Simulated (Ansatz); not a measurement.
Band structure of Fe3Se4 (C2/m, 7 atoms in the cell).

```yaml
crystal:
  lattice:
    - [5.98142, -1.69117, 0.00000]
    - [5.98142, 1.69117, 0.00000]
    - [-2.66483, 0.00000, 5.33089]
  atoms:
    - { symbol: Fe, position: [0.00000, 0.00000, 0.00000], spin: 4.0 }
    - { symbol: Fe, position: [0.73856, 0.73856, 0.69026], spin: 4.0 }
    - { symbol: Fe, position: [0.26144, 0.26144, 0.30974], spin: 4.0 }
    - { symbol: Se, position: [0.63494, 0.63494, 0.97755] }
    - { symbol: Se, position: [0.36506, 0.36506, 0.02245] }
    - { symbol: Se, position: [0.89514, 0.89514, 0.56019] }
    - { symbol: Se, position: [0.10486, 0.10486, 0.43981] }
```
(The spins are starting values, not results.)

Level of theory: LDA (PW92), default PAW files made with PBE (plane waves; Ansatz, a program for electronic structure).

Settings: basis.ecutwfc = 420 eV; kpoints.mp_grid.grid = 7 7 5; hamiltonian.xc = lda; hamiltonian.pseudopotentials = {kind: paw} (the program's default PAW files); magnetization.spin_polarized = true; scf.occupations.method = cold; scf.occupations.width = 0.1 eV; kpoints.band_path.path = [[0.0, 0.5, 0.0], [0.0, 0.0, 0.0], [0.0, 0.0, -0.5]]; kpoints.band_path.npoints = 10.

The starting cell comes from a database of computed structures (which also holds hypothetical and non-ambient phases and stackings), without a prior relaxation at this level. Its lattice was rescaled by a random factor within 2.5 % of one. The magnetic order is the one reached from the typed start; others were not searched systematically.

Levels in eV from the Fermi level, bands 53 to 60 of the first spin channel:
```
point     53     54     55     56     57     58     59    60
-----  -----  -----  -----  -----  -----  -----  -----  ----
X      -1.38  -1.32  -0.98  -0.73  -0.68  -0.50  -0.06  0.81
Γ      -1.45  -0.73  -0.41   0.06   0.17   0.20   0.39  0.73
Y      -1.58  -1.36  -1.06  -0.38   0.04   0.52   0.69  0.78
```

Bands cross the Fermi level along this path, so the cell is metallic at this level.

The net moment of the cell came out as 3.56 μB.

Keys are those of Ansatz 0.2.
